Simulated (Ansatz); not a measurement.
Levels about the gap of amorphous Si30N41Sc (72 atoms in a cell of 813 Å³, 2.99 g/cm³; zone centre alone, so wide bands show as single levels with stretches between that a denser mesh fills), at the geometry that PBE relaxed, where it gives -0.6 GPa on a denser mesh. The participation number counts the atoms over which a state spreads; weights are charges in smoothed Voronoi cells. The levels come from a single point, so bond lengths are those of that geometry. Method of the levels: r2SCAN, scalar-relativistic without spin-orbit coupling (Ansatz, an electronic-structure program). Sampling: the zone centre alone; Fermi-Dirac width 0.01 eV; collinear spin, started from moments on atoms (the moments died out). At PBE the levels at both edges of the gap are localised (band-tail or defect states), and the nearest spread-out levels lie 3.0 eV apart at the zone centre.

Preparation: random packing, a CHGNet melt and quench, and a DFT relaxation. N atoms were pushed apart under 1.9 Å during the dynamics, to hinder bonds among them. The hot cell started wider than the set density and was brought back towards it in steps. It is the lowest in DFT energy of 2 quenches. It is a model cell: composition and starting density were chosen by hand, and all elements were melted together. No dispersion term was used. Its density started from a set value of 2.98 and ended at 2.99 g/cm³. Cooling (nominally 300 K/ps over its main leg) ran many orders faster than in experiment, which tends to leave more defects and strain. A cell of this size samples the disorder only roughly. The volume was held where the preparation left it and the shape relaxed, at a PBE pressure of -0.6 GPa (tension). Stress components on the final sampling reach 0.7 GPa.

```
E - E(highest filled), eV  filling  spin  participation number        largest on  weight N  weight Sc  weight Si
-------------------------  -------  ----  --------------------  ----------------  --------  ---------  ---------
-0.43                       filled    up                   5.3   N, 3 neighbours      0.88       0.02       0.10
-0.39                       filled    dn                  15.1   N, 3 neighbours      0.89       0.01       0.11
-0.39                       filled    up                  15.1   N, 3 neighbours      0.89       0.01       0.11
-0.14                       filled    dn                  14.5   N, 3 neighbours      0.89       0.02       0.09
-0.14                       filled    up                  14.5   N, 3 neighbours      0.89       0.02       0.09
0.00                        filled    dn                   5.3   N, 2 neighbours      0.89       0.00       0.10
0.00                        filled    up                   5.3   N, 2 neighbours      0.89       0.00       0.10
2.38                         empty    up                   8.2  Si, 3 neighbours      0.44       0.02       0.54
2.38                         empty    dn                   8.2  Si, 3 neighbours      0.44       0.02       0.54
3.02                         empty    up                   9.3  Sc, 3 neighbours      0.35       0.28       0.37
3.02                         empty    dn                   9.3  Sc, 3 neighbours      0.35       0.28       0.37
3.12                         empty    up                   5.9  Sc, 3 neighbours      0.32       0.38       0.30
3.12                         empty    dn                   5.9  Sc, 3 neighbours      0.32       0.38       0.30
3.22                         empty    up                   3.0  Sc, 3 neighbours      0.25       0.57       0.18
```

Most localised among these is the empty level at +3.22 eV, on a Sc atom, which has 3 neighbours (N 1.95 Å, N 2.10 Å, N 2.35 Å).
